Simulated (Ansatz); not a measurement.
Candidates (primitive cells; geometry: cell and atoms relaxed with PBEsol):
A. YN (Fm-3m), a = b = c = 3.4339 Å, α = β = γ = 60.00°
B. BaS (Fm-3m), a = b = c = 4.477 Å, α = β = γ = 60.00°
C. KBr (Fm-3m), a = 4.631 Å, b = 4.631 Å, c = 4.631 Å, α = 60.00°, β = 60.00°, γ = 60.00°

**Question.** Rank these by Seebeck coefficient, n-type 1e19 cm⁻³ (highest first), as Ansatz (a quantum-chemistry and plane-wave program) with r2SCAN, rigid bands gives it.

**Answer.** C (-184 μV/K), A (-238 μV/K), B (-305 μV/K)

Seebeck coefficients are for the stated density at 300 K, with one relaxation time for all states and whether or not that doping can be reached. Spin-orbit coupling is left out.

Formula and space group known from diffraction (Crystallography Open Database), not checked to be the room-temperature form: BaS (Fm-3m).
